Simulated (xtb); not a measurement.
xtb 6.7.1, GFN2-xTB: c1cc(-c2ccc3ccccc3c2)cc(-c2ccc[se]2)c1, 35 atoms. The geometry is a generated start, not checked to be a minimum at this level.

```
Item                                                                                                            Value
------------------------  -------------------------------------------------------------------------------------------
method                                                                                                       GFN2-xTB
--acc                                                                                                     1 (default)
--etemp (K)                                                                                             300 (default)
detailed input (--input)  none: ANC optimiser, Lindh (1995) Hessian, microcycle=20, maxdispl=1.0, hlow=0.01 (default)
basis functions                                                                                                   104
valence electrons                                                                                                 100
```

The structure is relaxed from this start with --opt LEVEL for the levels crude, sloppy, loose, lax, normal, tight, vtight, extreme, once each. Up to the end of the extreme run atoms move by at most 0.71 Å along an axis.

Question: Choose the cheapest level whose final energy lies within 20 meV of that of extreme.

Answer: sloppy: 12 cycles against 53, ending 11 meV above.

```json
[
 {"level": "crude", "cycles": "8", "energy above the extreme run (meV)": "33", "gradient norm (eV/Å)": "0.32"},
 {"level": "sloppy", "cycles": "12", "energy above the extreme run (meV)": "11", "gradient norm (eV/Å)": "0.13"},
 {"level": "loose", "cycles": "13", "energy above the extreme run (meV)": "10.0", "gradient norm (eV/Å)": "0.098"},
 {"level": "lax", "cycles": "21", "energy above the extreme run (meV)": "2.0", "gradient norm (eV/Å)": "0.12"},
 {"level": "normal", "cycles": "27", "energy above the extreme run (meV)": "0.72", "gradient norm (eV/Å)": "0.022"},
 {"level": "tight", "cycles": "35", "energy above the extreme run (meV)": "0.19", "gradient norm (eV/Å)": "0.0044"},
 {"level": "vtight", "cycles": "47", "energy above the extreme run (meV)": "0.013", "gradient norm (eV/Å)": "0.0058"},
 {"level": "extreme", "cycles": "53", "energy above the extreme run (meV)": "—", "gradient norm (eV/Å)": "0.00096"}
]
```
